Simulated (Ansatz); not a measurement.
Consider BaO in the zinc blende structure (space group F-43m, No. 216; a = 5.8614 Å; a hypothetical phase, not in the database extracts checked). Axes: x, y, z lie along the cube axes.

Calculations: Kohn–Sham DFT with the PBEsol functional, run in Ansatz (a first-principles code) with PAW and 420 eV plane waves, without spin-orbit coupling.

A first run, uniaxial strain ε_yy = −2.27 %, gives secant values C11 ≈ 61 GPa and C12 ≈ 55 GPa from its stress. A second run applies biaxial strain −0.82 %, plane normal [001], relaxed out of plane.

**Question.** What does linear elasticity predict for −ε⊥/ε∥ in the second run, and what does the run give?

**Answer.** Linear elasticity: 2 C12/C11 = 1.80. The run gives 1.64; any difference comes from nonlinear terms at these strains and numerical noise.

Whether these cells are dynamically stable was not tested.
